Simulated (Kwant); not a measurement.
System: Ge/Si0.2Ge0.8 stack with 1 barrier. One parabolic valley. Leads of mass 0.12 mₑ with the band edge at 0; grid 0.1 nm; bias swept from 0.0048 to 0.24 V, dropping linearly over the stack. Emitter Fermi level 0.0096 eV, 300 K, equal in the collector.

| layer | thickness (nm) | band offset (eV) | mass (mₑ) |
|---|---|---|---|
| 1 | 3.2 | 0.12 | 0.14 |

Constants are typed, rounded textbook-type inputs, not results; the design itself was drawn at random and stands for no fabricated device.

Kwant, one-band effective-mass tight-binding model in one dimension, coherent, no space charge, current by the Tsu-Esaki formula.

Sweep values stay those of the base run.

Base results: J (A/cm²) at bias = 0.1183 V 321000; J (A/cm²) at bias = 0.1751 V 435000; J (A/cm²) at bias = 0.2400 V 574000; J (A/cm²) at bias = 0.06157 V 203000.

Question: What follows from this one change: mass in the first barrier 0.14 → 0.18 mₑ?

Answer: J at bias = 0.1183 V 321000 → 238000 A/cm²; J at bias = 0.1751 V 435000 → 348000 A/cm²; J at bias = 0.2400 V 574000 → 510000 A/cm²; J at bias = 0.06157 V 203000 → 143000 A/cm².

Question: What follows from this one change: Fermi level in the emitter 0.0096 → 0.0072 eV?

Answer: J at bias = 0.1183 V 321000 → 297000 A/cm²; J at bias = 0.1751 V 435000 → 401000 A/cm²; J at bias = 0.2400 V 574000 → 530000 A/cm²; J at bias = 0.06157 V 203000 → 188000 A/cm².
